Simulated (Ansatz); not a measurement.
## A computed series for SiO2: response to strain

Consider SiO$_{2}$ (space group P3_221, No. 154; a = 4.866 Å, c = 5.365 Å).

Strains are applied to the cell and any free atomic positions relax.

Level of theory: LDA/PAW in Ansatz (a first-principles code), no spin-orbit coupling.

Notes on the quantities. pressure: mean of the normal stresses, compression positive; energy relative to the base: free energy F.

```json
[
 {"variant": "base", "largest internal atomic displacement": "–", "smallest direct gap": "6.12 eV", "pressure": "0.00 GPa", "energy relative to the base": "0 meV/atom"},
 {"variant": "isotropic strain +0.75 %", "largest internal atomic displacement": "0.044 Å", "smallest direct gap": "6.07 eV", "pressure": "-0.73 GPa", "energy relative to the base": "+0.6 meV/atom"},
 {"variant": "isotropic strain +1.50 %", "largest internal atomic displacement": "0.095 Å", "smallest direct gap": "6.02 eV", "pressure": "-1.37 GPa", "energy relative to the base": "+2.5 meV/atom"},
 {"variant": "isotropic strain +3.00 %", "largest internal atomic displacement": "0.229 Å", "smallest direct gap": "5.89 eV", "pressure": "-2.31 GPa", "energy relative to the base": "+9.1 meV/atom"}
]
```

Whether these cells are dynamically stable was not tested.
